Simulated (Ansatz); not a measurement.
The starting structures come from a database of crystals and need not be the phases stable at ambient conditions.

## Evanescent states of WCl₆ (R-3, not sure to be the ambient phase, 7 atoms a cell, 25.9 Å³ an atom) along the normal of (110)

These are r2SCAN (plane waves, PAW; Ansatz, a quantum-chemistry and plane-wave program) values and carry that method's errors.

The gap is the functional's own. No spin-orbit coupling. Mid-gap values are interpolated on the energy grid.

Energies count from the valence-band top; κ is the least over a 6×4 mesh across the current.

```tsv
E (eV)	κ (1/Å)	where
0.05	0.145	off Γ
0.15	0.186	Γ
0.25	0.208	Γ
0.35	0.226	Γ
0.45	0.240	Γ
0.55	0.252	Γ
0.65	0.261	Γ
0.75	0.269	Γ
0.85	0.275	Γ
0.95	0.279	Γ
1.05	0.281	Γ
1.15	0.282	Γ
1.25	0.279	Γ
1.35	0.273	Γ
1.45	0.264	Γ
1.55	0.247	Γ
1.65	0.221	Γ
1.75	0.177	Γ
1.85	0.074	Γ
```

**Question.** How thick must the barrier be to attenuate the transmission by 10^4 when the electrodes' Fermi level lies at 1.25 eV, and what attenuation does that film give at 1.65 eV?

**Answer.** d = 4 ln 10 / (2 × 0.279) = 16.5 Å. At 1.65 eV it gives 4 × 0.221/0.279 = 3.2 decades.
